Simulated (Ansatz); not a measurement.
Output of an Ansatz run (abridged):

```
WARN ansatz: RAYON_NUM_THREADS=1 ignored (pool sized by the plan → 1); use --threads N
Pseudopotentials: kind: paw
Pseudopotential: C, paw, valence charge 4
Crystal: 2 atoms, lattice volume = 11.517 Å³
Basis set: ecut = 420.4159175005146 eV, 229 PW (Γ), exchange–correlation on 36×36×36 points (8 copies of the dense FFT grid, shifted against one another)
Bands: 8, of which v1, the nominal top of the filled ones, is band 4 counted from 1 (3 counted from 0)
Symmetry: 48 space group operations
Space group: Fd-3m (ITA 227), of the structure as read, at distance tolerance 2.3e-5 Å
k-points: 72 of 1728
Initial density: superposition of atomic densities (neutral atoms: chi_scale 0, normalization atom), corrected by the library's trained network
Initial wavefunctions: pseudopotential atomic-orbital guess
Eigensolver: davidson
Functional: x = pbe(κ = 0.804, μ = 0.2195149727645171), c = pbe(β = 0.06672455060314922)
SCF iter   1: F=—  HF=-501.614033 eV  |F-HF|=—  |Δ(HF+E_count)|=         —  Δρ=1.89e-3  dr2=1.57e-4  ethr=1.77e-3  ⟨swp⟩=5.5  Hψ=3872  notcnv=0
all-band conjugate gradients solve this SCF's bands
preconditioner: auto → none
SCF iter   2: F=—  HF=-501.614031 eV  |F-HF|=—  |Δ(HF+E_count)|=   1.68e-6  Δρ=9.67e-4  dr2=4.07e-5  ethr=1.97e-6  ⟨swp⟩=2.3  Hψ=1693  notcnv=0
SCF iter   3: F=—  HF=-501.614070 eV  |F-HF|=—  |Δ(HF+E_count)|=   3.92e-5  Δρ=1.44e-4  dr2=1.60e-6  ethr=5.09e-7  ⟨swp⟩=2.0  Hψ=1142  notcnv=0
SCF iter   4: F=—  HF=-501.614070 eV  |F-HF|=—  |Δ(HF+E_count)|=   6.00e-7  Δρ=4.85e-5  dr2=1.36e-7  ethr=2.00e-8  ⟨swp⟩=2.0  Hψ=861  notcnv=0
iter 5 did not close the SCF: its close was put off for the readings that it lacked (scf_convergence_deferred on its scf_iter line)
SCF iter   5: F=-501.614070 eV  HF=-501.614070 eV  |F-HF|=3.33e-11  |Δ(HF+E_count)|=   1.90e-8  Δρ=2.80e-6  dr2=6.29e-10  ethr=1.70e-9  ⟨swp⟩=2.4  Hψ=883  notcnv=0
SCF iter   6: F=-501.614070 eV  HF=-501.614070 eV  |F-HF|=7.39e-12  |Δ(HF+E_count)|=  2.02e-10  Δρ=5.83e-7  dr2=2.79e-11  ethr=7.86e-12  ⟨swp⟩=1.0  Hψ=1746  notcnv=0
SCF 1 converged in 6 iterations: F = -501.614070 eV  dr2 = 2.79e-11
SCF converged after 6 iterations
Free energy (F): -501.614070 eV
Harris-Foulkes:  -501.614070 eV  (|F-HF|=7.39e-12)
Internal energy: -501.614070 eV  (E = F + TS)
E sigma→0 (E₀):  -501.614070 eV
Fermi energy:    15.104153 eV
--- Per-component energies (eV) ---
  E_band       = 33.271144
  E_kinetic    = 183.493278
  E_local      = -123.510046  (includes V_loc(G=0)·N_el)
  E_nonlocal   = 53.139064
  E_hartree    = 26.981781
  E_xc         = -97.159765
  E_vxc        = -120.600060  (∫ρ·V_xc dr)
  E_paw        = -198.353521  (= ΣΔE_a)
  E_vpaw       = -13.214718  (= ΣTr[D̂ρ^β])
  E_aug_tail   = 0.000020  (compensation charges beyond the density's cutoff)
  E_ewald      = -346.204879
  E_smearing   = -0.000000  (= −TS)
  E_closure    = 0.000000  (closes the sum)
  Σ components = -501.614070   (vs F -501.614070, Δ=0.00e0)
--- Forces (eV/Å), atoms counted from 1 ---
  atom   1  C     -0.00000000     0.00000000     0.00000000
  atom   2  C      0.00000000     0.00000000     0.00000000
  max |Σ_I F_I| component: 1.11e-16 eV/Å
--- Stress (GPa, compression-positive) ---
       -4.702463      -0.000000      -0.000000
        0.000000      -4.702463      -0.000000
       -0.000000       0.000000      -4.702463
  P = ⅓ Tr σ = -4.7025 GPa (-47.025 kbar)
  The stress holds the Pulay correction. Without it, at fixed plane waves, as pw.x and ABINIT print it: P = -5.7209 GPa
--- Band table (eV; the first three rows and the last of 72) ---
  k-point 0: bands = ["-8.2318", "13.0450", "13.0450", "13.0450", "18.5965", "18.5965", "18.5965", "25.9781"]
  k-point 1: bands = ["-8.0416", "11.8316", "12.7248", "12.7248", "19.0121", "19.0121", "19.2930", "26.1556"]
  k-point 2: bands = ["-7.4733", "9.3280", "12.0346", "12.0346", "19.9169", "19.9169", "20.3388", "26.6707"]
  k-point 71: bands = ["1.1497", "1.1497", "4.8475", "4.8475", "23.5989", "23.5989", "25.1534", "25.1534"]
```

The structure:

```xyz
2
Lattice="0.0000 1.7924 1.7924 1.7924 0.0000 1.7924 1.7924 1.7924 0.0000" Properties=species:S:1:pos:R:3 pbc="T T T"
C      0.0000     0.0000     0.0000
C      0.8962     0.8962     0.8962
```

Problem. What input produced this log?

Solution. Other spellings and defaults could give the same log, and not every line can be read from it. The input that was run (DFT, PBE, plane waves, default PAW files):

Ansatz 0.2 input:
```yaml
# C
crystal:
  lattice:
    - [0.00000000, 1.79241800, 1.79241800]
    - [1.79241800, 0.00000000, 1.79241800]
    - [1.79241800, 1.79241800, 0.00000000]
  atoms:
    - { symbol: C, position: [0.00000000, 0.00000000, 0.00000000] }
    - { symbol: C, position: [0.25000000, 0.25000000, 0.25000000] }
basis:
  ecutwfc: 30.9 Ry
kpoints:
  mp_grid: { grid: [12, 12, 12] }
hamiltonian:
  xc: pbe
  pseudopotentials: { kind: paw }
scf:
  occupations: { method: fermi_dirac, width: 0.0007 Ry }
output:
  forces: true
  eigenvalues: true
  stress: true
```

The starting cell has typed, rounded lattice constants, without a prior relaxation at this level. Its lattice was rescaled by up to half a per cent. With a pressure of about -5 GPa the cell is away from its equilibrium volume at this level. Ansatz's pressure includes its estimate of the finite-basis (Pulay) stress. Without the estimate this run gives -5.72 GPa.

Ansatz is a program for electronic structure.
